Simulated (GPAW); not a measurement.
## Pressure against volume in AlB2-type HfB2 (space group 191) (GPAW, PBE)

```
HfB2
1.0
    3.08417     0.00000     0.00000
   -1.54208     2.67097     0.00000
    0.00000     0.00000     3.41812
Hf B
1 2
Cartesian
  0.00000   0.00000   0.00000
  1.54209   0.89032   1.70906
  0.00000   1.78065   1.70906
```

Method: PBE, GPAW PAW datasets PBE (gpaw-data 1.0.1) (plane waves; GPAW). Settings: mode = pw; ecut = 1040 eV; xc = PBE; kpts = 21 21 17; mesh shift (steps) = 0 0 0; occupations.name = fermi-dirac; occupations.width = 0.05 eV; nbands = -9; convergence.density = 1e-05 e/electron; convergence.energy = 1e-05 eV/electron; symmetry.symmorphic = false; symmetry.tolerance = 0.0005; maxiter = 120. The cell above is the first row's. The rows scale it uniformly. In all rows fractional positions and the k mesh are held.

```
V (Å^3/atom)  P (GPa)
------------  -------
9.386               ?
9.590           11.22
9.794            5.21
9.998           -0.20
10.202          -5.12
10.406          -9.56
10.610         -13.58
10.814         -17.21
11.018         -20.50
```

The 8 complete rows are fitted with a cubic, P against V. With u = V - 10.3, the rows have u = -0.7100, -0.5060, -0.3020, -0.0980, 0.1060, 0.3100, 0.5140, 0.7180. Least squares gives P = -7.311 - 21.8052·u + 5.4143·u² - 0.8805·u³. Residuals (row less fit): 0.005, -0.013, 0.008, 0.001, 0.003, -0.003, -0.002, 0.002; standard error 0.008 (degrees of freedom: 4). The fitted pressure is zero at V0 = 9.990, where dP/dV = -25.42, so B0 = -V0·dP/dV = 254 GPa.

### Question
Predict the withheld P at V = 9.386 from the fit, and compare with the calculation.

### Answer
u = -0.9140, so P = -7.311 - 21.8052 × (-0.9140) + 5.4143 × (-0.9140)² - 0.8805 × (-0.9140)³ = 17.814 GPa. The calculation gives 17.86 GPa, 0.046 GPa above the prediction (0.1 % of the range of P in the table). The row lies outside the fitted rows, so this is an extrapolation. From the scatter of the fitted rows alone, a prediction at this place has a standard error of 0.022 GPa, so the miss is 2.1 times that.

Carrying the step between the two nearest rows on in a straight line would have given 17.23, off by 0.63; series whose last step already gives the withheld value aren't shown. The scan was laid around a cell of about the measured size, scaled by a guess for this functional; axis ratios and inner coordinates come from that cell. The runs keep the symmetry of the cell, so they don't test it for distortions. Spin-orbit coupling is off. The shape of the cell and the inner coordinates aren't relaxed, so V0 and B0 belong to this uniform scaling; a relaxed crystal lies no higher in energy and is usually softer. Cutoffs and mesh are single choices, not tested for convergence of this quantity. Series with a scatter that would blur these digits, or in which a gap closes, are not shown.
